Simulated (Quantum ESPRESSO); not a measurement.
# Quick settings and what they miss: HfO2 (P2_1/c, 12 atoms in the cell)

Self-consistent single point.

```yaml
crystal:
  lattice:
    - [5.04935, 0.00000, 0.00000]
    - [0.00000, 5.10531, 0.00000]
    - [-0.86846, 0.00000, 5.15717]
  atoms:
    - { symbol: Hf, position: [0.27614, 0.45806, 0.70791] }
    - { symbol: Hf, position: [0.72386, 0.54194, 0.29209] }
    - { symbol: Hf, position: [0.72386, 0.95806, 0.79209] }
    - { symbol: Hf, position: [0.27614, 0.04194, 0.20791] }
    - { symbol: O, position: [0.44800, 0.74253, 0.97858] }
    - { symbol: O, position: [0.55200, 0.25747, 0.02142] }
    - { symbol: O, position: [0.55200, 0.24253, 0.52142] }
    - { symbol: O, position: [0.44800, 0.75747, 0.47858] }
    - { symbol: O, position: [0.06836, 0.33076, 0.34625] }
    - { symbol: O, position: [0.93164, 0.66924, 0.65375] }
    - { symbol: O, position: [0.93164, 0.83076, 0.15375] }
    - { symbol: O, position: [0.06836, 0.16924, 0.84625] }
```

Method of the run: LDA (PZ), GBRV 1.5 ultrasoft (LDA) pseudopotentials (plane waves; Quantum ESPRESSO).

Base settings: ecutwfc = 40 Ry; ecutrho = 320 Ry; occupations = smearing; smearing = fd; degauss = 0.00147 Ry; potentials = {Hf: hf_lda_v1.uspp.F.UPF, O: o_lda_v1.2.uspp.F.UPF}; K_POINTS = automatic 3 3 3 0 0 0; conv_thr = 1e-11 Ry.

Tight run (finer mesh or higher cutoff; not a proven limit): ecutwfc: 40 Ry → 56 Ry; ecutrho: 320 Ry → 448 Ry; conv_thr: 1e-11 Ry → 7.3e-11 Ry; K_POINTS: automatic 3 3 3 0 0 0 → automatic 5 5 5 0 0 0. It gave top of the valence band (on the code's own zero) 11.01 eV; gap on the k-point mesh 4.09 eV; pressure 0.98 GPa; largest force (vector length) 0.277 eV/Å.

Quick runs, as changes from the base:
- A: the base itself
- B: ecutwfc: 40 Ry → 20 Ry; ecutrho: 320 Ry → 160 Ry; degauss: 0.00147 Ry → 0.036749 Ry; K_POINTS: automatic 3 3 3 0 0 0 → automatic 4 4 4 0 0 0
- C: ecutwfc: 40 Ry → 24 Ry; ecutrho: 320 Ry → 192 Ry; smearing: fd → mp; degauss: 0.00147 Ry → 0.019992 Ry; conv_thr: 1e-11 Ry → 7.3e-05 Ry; K_POINTS: automatic 3 3 3 0 0 0 → automatic 3 3 3 1 1 1
- D: ecutwfc: 40 Ry → 28 Ry; ecutrho: 320 Ry → 224 Ry; K_POINTS: automatic 3 3 3 0 0 0 → automatic 4 4 4 0 0 0
- E: ecutwfc: 40 Ry → 32 Ry; ecutrho: 320 Ry → 256 Ry; conv_thr: 1e-11 Ry → 7.3e-06 Ry; K_POINTS: automatic 3 3 3 0 0 0 → automatic 2 2 2 0 0 0

Energies are extrapolated to zero smearing width, which holds to low order in the width alone (under cold and Methfessel-Paxton smearing the free energy itself is taken).

Dashes: pressure of C, E, not trusted under this conv_thr with d or f elements; time of C, under 30 s.

Gaps are read on each run's own mesh, which may miss the band edges.

The count of work is k-points × plane waves × bands × iterations; it is no time. Core times come from one kind of shared machine and are given to one figure; runs under 30 s give none.

The starting cell comes from a database of computed structures (which also holds hypothetical and non-ambient phases and stackings), without a prior relaxation at this level. Its lattice was rescaled by a random factor within 2.5 % of one. Spin-orbit coupling is off.

```tsv
run	energy less tight (meV/atom)	pressure less tight (GPa)	largest miss in a force vector (eV/Å)	gap on the mesh less tight (eV)	count of work / tight	core time / tight (rough)
A	12.0	-0.33	0.004	0.106	0.15	0.2
B	2244.5	-124.45	0.339	0.010	0.18	0.2
C	688.7	–	0.119	0.255	0.039	–
D	205.4	-16.26	0.029	-0.047	0.27	0.3
E	66.0	–	0.016	-0.056	0.055	0.10
```

Among the runs at the tight run's level, the energy misses run from 12.0 to 2244.5 meV/atom.

Left out of this page: 1 run of the series outside the window shown, repeating another row's setting, or not comparable.
